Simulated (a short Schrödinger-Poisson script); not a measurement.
# Symmetric double-gate stack, SiO2 on p-type GaN

Structure: symmetric double-gate stack, SiO2 on p-type GaN, at 300 K.

```
layer  material  thickness (nm)  Na (cm⁻³)
-----  --------  --------------  ---------
1          SiO2             5.9          -
2           GaN               6       9e15
3          SiO2             5.9          -
```

The device is made up for the run: typed textbook-type constants, with dimensions and the other settings drawn at random. SiO2: permittivity 3.9, conduction-band edge (eV) 3.2, gap (eV) 9, electron mass (mₑ) 0.5. GaN: permittivity 9.5, conduction-band edge (eV) 0, gap (eV) 3.43, Nv at 300 K (cm⁻³) 4.6e19.

Channel valleys (confinement mass, in-plane density-of-states mass, number): Γ 0.2, 0.2, 1. At the gates, both at one voltage, the conduction-band edge of layer 1 lies 3.63 eV − eVg above the Fermi level of the channel. Gaps are held at their typed values at every temperature. Mesh 0.03 nm at interfaces.

From a short Schrödinger-Poisson script (our own, NumPy): 1D Poisson equation in equilibrium, electrons quantum, Hartree (BenDaniel-Duke, 12 states a valley, the channel's in-plane mass for all, wave functions ending at the dielectric), parabolic valleys, classical holes, full ionisation, no traps, pinning or gate leakage.

```
Vg (V)  electrons (cm⁻²)  C (μF/cm²)  Γ E0 (meV)  Γ E1 (meV)
------  ----------------  ----------  ----------  ----------
0.15              5.50e6     < 0.003       333.0       489.7
0.3               1.80e9      0.0113       183.3       339.9
0.45             1.88e11       0.542        62.0       217.9
0.6              8.79e11       0.847        17.9       171.4
0.75             1.71e12       0.915        -4.7       145.9
0.9              2.58e12       0.942       -21.3       126.3
1.05             3.47e12       0.956       -35.3       109.3
1.2              4.37e12       0.965       -47.8        93.8
1.35             5.28e12       0.972       -59.5        79.3
1.5              6.19e12       0.978       -70.5        65.5
1.65             7.11e12       0.985       -80.8        52.5
1.8              8.03e12       0.991       -90.4        40.2
1.95             8.96e12       0.998       -99.4        28.7
2.1              9.90e12        1.01      -107.7        18.1
2.25             1.08e13        1.01      -115.3         8.1
2.4              1.18e13        1.02      -122.4        -1.2
2.55             1.27e13        1.02      -129.1        -9.9
2.7              1.37e13        1.02      -135.3       -18.2
```

Gate voltages with under 1e6 electrons/cm² are left out.

Subbands count from the Fermi level. The capacitance is that of both gates.

In real p-type GaN the Mg acceptor is only partly ionised, and so wide a gap doesn't supply an inversion layer without source and drain.
